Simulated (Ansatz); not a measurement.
Base system: KBr in the rock salt structure (space group Fm-3m, No. 225; a = 6.5491 Å). Axes: x, y, z lie along the cube axes.

All numbers come from Ansatz (an electronic-structure program) PBEsol, no spin-orbit coupling.

The change: biaxial strain −2.08 %, plane normal [111], relaxed out of plane (Cartesian); in-plane vectors clamped, the third vector and the atoms free.

Question: What does the calculation give for the energy relative to the base after the change?

Answer: The energy grows by 2.1 meV/atom.

Question: What happens to the in-plane stress?

Answer: The mean in-plane stress (compression positive) amounts to +0.5 GPa.

Whether these cells are dynamically stable was not tested.
